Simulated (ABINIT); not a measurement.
Input and output of a dielectric-response calculation for NaCl (Fm-3m, 2 atoms in the cell) (ABINIT).

Method: PBE, norm-conserving pseudopotentials (PseudoDojo nc-sr-05 PBE standard) (plane waves; ABINIT 10.0.3).

Input as run:

```
# NaCl, PseudoDojo nc-sr-05 PBE standard
pp_dirpath "./"
pseudos "Na.upf, Cl.upf"
acell 3*1.0
rprim
        -0.0000000000    5.3450147545    5.3450147545
         5.3450147545   -0.0000000000    5.3450147545
         5.3450147545    5.3450147545   -0.0000000000
natom 2
ntypat 2
znucl 11 17
typat 1 2
xcart
         0.0000000000    0.0000000000    0.0000000000
         5.3450147545    5.3450147545    5.3450147545
ecut 57
occopt 1
nband 8
kptopt 1
ngkpt 5 5 5
nshiftk 1
shiftk 0 0 0
istwfk *1
nstep 50
tolvrs1 1.0e-16
ndtset 3
prtwf1 1
getwfk2 1
iscf2 -3
kptopt2 2
nqpt2 1
qpt2 0 0 0
rfelfd2 2
tolwfr2 1.0e-20
prtwf2 1
getddk3 2
rfelfd3 3
getwfk3 1
kptopt3 2
nqpt3 1
qpt3 0 0 0
tolvrs3 1.0e-09
chneut 0
```

Log, with long lists cut:

```
--- !BeginCycle
solver: {iscf: 7, nstep: 50, nline: 4, wfoptalg: 0, }
tolerances: {tolvrs: 1.00E-16, }
...

     iter   Etot(hartree)      deltaE(h)  residm     vres2
 ETOT  1  -61.905253675635    -6.191E+01 5.847E-01 9.101E+01
 ETOT  2  -62.245877603872    -3.406E-01 2.039E-04 4.054E+01
 ETOT  3  -62.246418388970    -5.408E-04 1.382E-06 9.055E+00
 ETOT  4  -62.246430756943    -1.237E-05 6.886E-08 1.331E+00
 ETOT  5  -62.246465854840    -3.510E-05 2.569E-07 2.283E-02
   [... 5 lines left out ...]
 ETOT 11  -62.246466637629     1.535E-12 6.316E-17 1.761E-12
 ETOT 12  -62.246466637633    -3.816E-12 4.242E-19 3.588E-14
 ETOT 13  -62.246466637633    -2.700E-13 1.568E-20 2.281E-16
 ETOT 14  -62.246466637636    -3.070E-12 1.220E-22 1.448E-18
 At SCF step   14       vres2   =  1.45E-18 < tolvrs=  1.00E-16 =>converged.

 Cartesian components of stress tensor (hartree/bohr^3)
  sigma(1 1)= -1.82222466E-05  sigma(3 2)=  0.00000000E+00
  sigma(2 2)= -1.82222466E-05  sigma(3 1)=  0.00000000E+00
  sigma(3 3)= -1.82222466E-05  sigma(2 1)=  0.00000000E+00

 ----iterations are completed or convergence reached----

 reduced coordinates (array xred) for    2 atoms
       0.000000000000      0.000000000000      0.000000000000
       0.500000000000      0.500000000000      0.500000000000
 cartesian forces (eV/Angstrom) at end:
    1     -0.00000000000000    -0.00000000000000    -0.00000000000000
    2     -0.00000000000000    -0.00000000000000    -0.00000000000000
 frms,max,avg= 0.0000000E+00 0.0000000E+00   0.000E+00  0.000E+00  0.000E+00 e/A
   [... lines left out ...]
 Fermi (or HOMO) energy (hartree) =  -0.02405   Average Vxc (hartree)=  -0.30003
total_energy        : -6.22464666376360E+01
-Cartesian components of stress tensor (GPa)         [Pressure=  5.3612E-01 GPa]
 Unit cell volume ucvol=  3.0540541E+02 bohr^3
  WARNING : still subject to testing - especially symmetries.
 Unit cell volume ucvol=  3.0540541E+02 bohr^3
   [... lines left out ...]
   3    2   2    4        -0.0000000000         0.0000000000

   1    1   3    4         0.0000000000         0.0000000000
   2    1   3    4        -0.0000000000         0.0000000000
   3    1   3    4         1.1021681976         0.0000000000
   1    2   3    4         0.0000000000         0.0000000000
   2    2   3    4        -0.0000000000         0.0000000000
   3    2   3    4        -1.1066334056         0.0000000000

 Calculation completed.
```

The run converged in 14 iterations. 

Summary of the result:
| Item | Result |
|---|---|
| Free energy E − TS | -1693.81 eV |
| Fermi level (on the code's own zero) | -0.65 eV |
| Pressure | 0.54 GPa |
| ε∞ at this k-point mesh, which may be far from converged in small-gap cells (xx, yy, zz) | 2.51, 2.51, 2.51 |
| Born charges at this mesh (mean of the diagonal, e) | Na 1.10, Cl -1.11 |

The starting cell has typed, rounded lattice constants, without a prior relaxation at this level. Its lattice was rescaled by up to half a per cent.

Cost on one core of a shared machine: roughly 8 min.
